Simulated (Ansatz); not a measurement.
LiMg (Pm-3m), PBEsol, DFPT electron-phonon coupling, linearised Boltzmann equation in Ansatz (a quantum-chemistry and plane-wave program). Phonon-limited resistivity 6.82 μΩ·cm at 300 K, current-weighted mean free path 15.5 nm, Drude plasma energy 6.98 eV.

**Question.** Estimate the resistivity of a 40 nm square wire with diffuse walls from ρ ≈ ρ₀(1 + 3ℓ/4d).

**Answer.** 1 + 0.75 × 15.5/40 = 1.29, so ρ ≈ 8.80 μΩ·cm and a line 1 μm long has 55.0 Ω. The formula is the free-electron limit for d well above ℓ; grain boundaries add to it.

**Question.** What is the classical skin depth at 10 GHz (nonmagnetic, μ₀ = 1.257×10⁻⁶ H/m)?

**Answer.** δ = √(ρ/(π f μ₀)) = 1310 nm.

**Question.** What Drude relaxation time do resistivity and plasma energy imply?

**Answer.** ω_p = 1.06e16 s⁻¹, so τ = 1/(ε₀ ω_p² ρ) = 14.7 fs, a damping ħ/τ of 44.7 meV.

A metal at this level (no band gap). Only scattering by harmonic phonons is included (no impurities, grain boundaries, electron-electron scattering or thermal expansion). Spin-orbit coupling is left out. The run warned that the eigensolver left some states short of its tolerance. Halving the electron mesh (24x24x24) moves the resistivity by up to 6 % at 300 K, the mean free path by up to 1 %. Smearing 0.20 eV; phonons on a 4x4x4 q mesh, which this run doesn't test.

Computed structure with no diffraction record at hand here (it may be known, metastable or hypothetical): LiMg (Pm-3m).
